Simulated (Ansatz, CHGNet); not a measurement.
## C axis length of NiAs-type NiSb: levels of theory against measurement

Reference value: 5.148 Å (measured, temperature not stated, no zero-point or thermal correction; as tabulated in Wikipedia's data pages).

**Question.** What do CHGNet 0.3.0, LDA, PBE, PBE+SOC, PBE-D4, rVV10, r²SCAN, r²SCAN+rVV10, B3LYP (VWN-RPA form), HSE06, r²SCANh, Hartree–Fock give, and how far is each from the reference?

**Answer.** 
| level (code) | value (Å) | difference (%) |
|---|---|---|
| CHGNet 0.3.0 | 5.215 | +1.30 |
| LDA (Ansatz) | 5.027 | -2.35 |
| PBE (Ansatz) | 5.158 | +0.19 |
| PBE+SOC (Ansatz) | 5.160 | +0.23 |
| PBE-D4 (Ansatz) | 5.110 | -0.74 |
| rVV10 (Ansatz) | 5.211 | +1.22 |
| r²SCAN (Ansatz) | 5.120 | -0.54 |
| r²SCAN+rVV10 (Ansatz) | 5.097 | -0.99 |
| B3LYP (VWN-RPA form) (Ansatz) | 5.266 | +2.29 |
| HSE06 (Ansatz) | 5.127 | -0.41 |
| r²SCANh (Ansatz) | 5.113 | -0.68 |
| Hartree–Fock (Ansatz) | 5.330 | +3.54 |

The reference's temperature isn't stated, so close values are not ranked against it. Off by more than 1.75 %, or 2.45 % on the side where a correction would as a rule narrow the miss (bounds picked here): Hartree–Fock (+3.54 %), B3LYP (VWN-RPA form) (+2.29 %).

The measured value isn't corrected to a static lattice, so vibrations enter the comparison. The crystal itself was run without spin with LDA, PBE, PBE-D4, rVV10, r²SCAN, r²SCAN+rVV10, B3LYP (VWN-RPA form), HSE06, r²SCANh, Hartree–Fock; a magnetic state was not tried in these runs. B3LYP (VWN-RPA form), r²SCANh, Hartree–Fock: the run has no spin polarisation, so it can have missed a magnetic state. HSE06: exact exchange on metals is sensitive to the k mesh and can open a false gap. HSE06: the run warned that the count of filled bands differs between k points. Cutoffs and k meshes differ between the levels. Ansatz's density-functional and Hartree–Fock values are scalar-relativistic unless marked +SOC, with PAW data made under PBE.

Machine-learned potentials (CHGNet 0.3.0) are trained on DFT data: a solid inside that data is no test of them.

Differences are worked out from the printed values.

Ansatz is a program for electronic structure.
